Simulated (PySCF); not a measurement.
PySCF 2.14.0, HF/def2-svpd, df: Hf(NMe)(F)(NH2) (C[N]=[Hf]([NH2])[F]), 10 atoms. The geometry is a generated start, not checked to be a minimum at this level.

```json
{
 "task": "energy",
 "method": "hf",
 "basis": "def2-svpd",
 "two_electron_scheme": "density fitting",
 "mol.max_memory": "3000 MB",
 "mf.max_cycle": "100",
 "mf.conv_tol": "1e-09 (default)",
 "effective_core_potentials": "those of the basis set, past Kr",
 "basis_functions": "158"
}
```

```xyz
10

Hf    -0.2074     0.9964     0.9659
N     -0.2746     0.9680    -0.9380
C     -0.0999    -0.2012    -1.7879
H      0.4064    -1.0413    -1.2766
H     -1.0662    -0.5593    -2.1724
H      0.5075     0.0703    -2.6614
F     -0.4528     2.8058     1.5317
N      0.3271    -0.6630     1.9215
H      0.4022    -0.8008     2.9263
H      0.4576    -1.5748     1.4909
```

Charge 0 and multiplicity 1 are set for this test and not shown to be the ground state.

With the defaults (mf.diis = true, mf.damp = 0, mf.diis_start_cycle = 1, mf.level_shift = 0, mf.diis_space = 8, mf.DIIS = CDIIS, mf.init_guess = minao, newton = off) it converges in 16 Fock builds. One run each on 2 threads, 1 BLAS thread, with these changes:
- mf.diis = false
- mf.DIIS = EDIIS
- mf.DIIS = ADIIS
- mf.diis_space = 12
- mf.init_guess = atom
- mf.damp = 0.3, mf.diis_start_cycle = 4
- mf.damp = 0.7, mf.diis_start_cycle = 8
- mf.level_shift = 0.3 Hartree
- newton = Hessian by the SCF's own integrals

Problem. Which runs fail or end elsewhere than the default run?

Solution. No convergence: mf.diis = false (the run ends without SCF convergence in 100 cycles). The rest reach the solution of the defaults.

```
setting                                      Fock builds             end
-------------------------------------------  -----------  --------------
the defaults                                          16   same solution
mf.diis_space = 12                                    16   same solution
mf.damp = 0.3, mf.diis_start_cycle = 4                17   same solution
mf.init_guess = atom                                  17   same solution
mf.damp = 0.7, mf.diis_start_cycle = 8                20   same solution
mf.level_shift = 0.3 Hartree                          22   same solution
mf.DIIS = ADIIS                                       26   same solution
newton = Hessian by the SCF's own integrals           44   same solution
mf.DIIS = EDIIS                                       60   same solution
mf.diis = false                                      101  no convergence
```

Under newton the count holds the products with the orbital Hessian.
